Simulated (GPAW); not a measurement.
A self-consistent single point of Sn (I4_1/amd, 2 atoms in the cell) with GPAW.

Computed with PBE, GPAW PAW datasets PBE (gpaw-data 1.0.1) (plane waves; GPAW 25.7.0).

The change in words: lattice scaled by 0.98. Reference geometry:
```xyz
2
Lattice="-2.9951 2.9951 1.6292 2.9951 -2.9951 1.6292 2.9951 2.9951 -1.6292" Properties=species:S:1:pos:R:3 pbc="T T T"
Sn     0.0000     2.9951     0.8146
Sn     0.0000     0.0000     0.0000
```

Reference input (self-consistent single point, DFT PBE, plane waves, GPAW PAW datasets PBE (gpaw-data 1.0.1)): mode = pw; ecut = 600 eV; xc = PBE; kpts = 8 8 8; mesh shift (steps) = 0 0 0; occupations.name = methfessel-paxton; occupations.width = 0.05 eV; occupations.order = 0; nbands = -6; convergence.density = 1e-05 e/electron; convergence.energy = 1e-05 eV/electron; symmetry.symmorphic = false. This run's input differs from it in these lines:

```diff
@@ -5,6 +5,6 @@
 atoms = Atoms(['Sn', 'Sn'],
-              cell=[[-2.995121, 2.995121, 1.629207],
-                    [2.995121, -2.995121, 1.629207],
-                    [2.995121, 2.995121, -1.629207]],
-              positions=[[0.000000, 2.995121, 0.814604],
+              cell=[[-2.935219, 2.935219, 1.596623],
+                    [2.935219, -2.935219, 1.596623],
+                    [2.935219, 2.935219, -1.596623]],
+              positions=[[0.000000, 2.935219, 0.798311],
                          [0.000000, 0.000000, 0.000000]],
```

Output, abridged:

```
     iter     time        total  log10-change:
                         energy   eigst   dens
iter:   1 --:--:--    -8.002439
iter:   2 --:--:--    -8.017287   -1.45  -1.68
iter:   3 --:--:--    -8.014294   -2.05  -1.70
iter:   4 --:--:--    -8.020531   -3.27  -2.34
iter:   5 --:--:--    -8.011600   -3.54  -2.58
iter:   6 --:--:--    -8.011801   -5.19  -3.22
iter:   7 --:--:--    -8.011630c  -5.72  -3.21
iter:   8 --:--:--    -8.011562c  -5.23  -3.26
iter:   9 --:--:--    -8.011564c  -6.14  -4.00
iter:  10 --:--:--    -8.011564c  -7.01  -3.99
iter:  11 --:--:--    -8.011566c  -6.88  -3.91
iter:  12 --:--:--    -8.011567c  -6.52  -4.17
iter:  13 --:--:--    -8.011566c  -7.67c -4.36
iter:  14 --:--:--    -8.011566c  -7.92c -4.55
iter:  15 --:--:--    -8.011566c  -8.42c -4.70
iter:  16 --:--:--    -8.011567c  -7.88c -4.73
iter:  17 --:--:--    -8.011566c  -8.24c -4.74
iter:  18 --:--:--    -8.011566c  -9.02c -4.91
iter:  19 --:--:--    -8.011566c -10.54c -4.93
iter:  20 --:--:--    -8.011567c  -8.29c -4.97
iter:  21 --:--:--    -8.011566c  -9.41c -5.38c
Converged after 21 iterations.

Dipole moment: (-6.301673, 6.301673, -0.000003) |e|*Ang

Energy contributions relative to reference atoms: (reference = -336021.386614)

Kinetic:         +9.321184
Potential:       -8.697597
External:        +0.000000
XC:              -8.646459
Entropy (-ST):   -0.001911
Local:           +0.012262
SIC:             +0.000000
--------------------------
Free energy:     -8.012522
Extrapolated:    -8.011566

Showing only first 2 kpts
 Kpt  Band  Eigenvalues  Occupancy
  0    12      4.99949    2.00000
  0    13      4.99950    2.00000
  0    14      9.94711    0.00000
  0    15     13.09579    0.00000

  1    12      5.16468    2.00000
  1    13      5.73316    2.00000
  1    14     10.58672    0.00000
  1    15     12.00098    0.00000

Fermi level: 6.94303

No gap
No difference between direct/indirect transitions
Energy (eV): -8.011566

Forces in eV/Ang:
  0 Sn   -0.00000   -0.00000    0.00000
  1 Sn   -0.00000   -0.00000    0.00000

Stress tensor:
    -0.004962     0.000000    -0.000000
     0.000000    -0.004962     0.000000
    -0.000000     0.000000    -0.015851
Stress (GPa, Voigt): [-0.7951 -0.7951 -2.5396  0.     -0.      0.    ]
```

The run converged in 21 iterations. GPAW prints stress with tension positive. Against the reference run the free energy hardly moves (within 1 meV/atom) and the pressure goes from -1.39 to 1.38 GPa.

The starting cell comes from a database of computed structures (which also holds hypothetical and non-ambient phases and stackings), without a prior relaxation at this level. Its lattice was rescaled by a random factor within 2.5 % of one. For this run, on top of that: lattice scaled by 0.98.

Cost on one core of a shared machine: roughly 90 s.
